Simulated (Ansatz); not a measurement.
# hypothetical P-6m2 GaN with two functionals, isotropic strain −1.12 %

The parent structure is GaN (space group P-6m2, No. 187; a = 2.9794 Å, c = 2.6868 Å; a hypothetical phase, not in the database extracts checked; relaxed with 0.1 eV smearing).

(Cell as relaxed with PBE.)

Levels (all Ansatz, a quantum-chemistry and plane-wave program, PAW): PBE (420 eV, no SOC); PBEsol (420 eV, no spin-orbit coupling).

Each level relaxes its own structure.

```
base                      PBE    PBEsol
-------------------  --------  --------
volume per atom      10.33 Å³   9.94 Å³
lattice parameter a  297.9 pm  293.9 pm
band gap                 zero      zero
```

Modification: every lattice vector is shortened by 1.12 %; the atoms relax in the strained cell.

```csv
quantity,PBE,PBEsol
energy relative to the base (free energy F),+6.5 meV/atom,+7.1 meV/atom
"pressure (mean of the normal stresses, compression positive)",6.3 GPa,7.1 GPa
band gap,zero,zero
```

PBE's energy relative to the base lies 0.6 meV/atom below PBEsol's; PBE's pressure lies 0.8 GPa below PBEsol's; the two agree on the band gap. Neither level is exact; PBEsol is the comparison here, not a measurement.

Stability against distortions was not tested. The final runs are not spin-polarised.
